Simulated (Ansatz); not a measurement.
Base system: Si (space group I4_132, No. 214; a = 6.395 Å; a hypothetical phase, not in the database extracts checked).

Computed with PBEsol in Ansatz (plane waves to 420 eV, PAW, no SOC).

For the base:

```
Property       Value
--------  ----------
Density   1.43 g/cm³
Band gap        zero
```

Now apply this change: a hydrostatic pressure of 0.7 GPa.

Q: What does the calculation give for the density after the change?

A: The density rises by 0.02 g/cm³, from 1.43 g/cm³ to 1.45 g/cm³.

Q: How does this affect the band gap?

A: The band gap remains zero.

Load acts through the strain it causes; cell and atoms are relaxed under it. Stability against distortions was not tested.

Ansatz is a first-principles code.
